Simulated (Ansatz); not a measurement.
O on the 1x1 (111) surface of fcc Rh, one in a 1x1 cell, energies for each (6.4 Å²). Energies are against ½ O2(g), without zero-point or thermal terms; each row is named by its start.

The numbers are results of PBE (plane waves to 420 eV, PAW; Ansatz, a first-principles code), not measurements.

Question: Which site binds most strongly?
A) hollow Rh-Rh-Rh over Rh at depth 4.4 Å
B) top Rh
C) hollow Rh-Rh-Rh over Rh at depth 2.2 Å

Answer: A, hollow Rh-Rh-Rh over Rh at depth 4.4 Å. Adsorption energies: hollow Rh-Rh-Rh over Rh at depth 4.4 Å -1.21 eV; hollow Rh-Rh-Rh over Rh at depth 2.2 Å -1.05 eV; top Rh -0.27 eV.
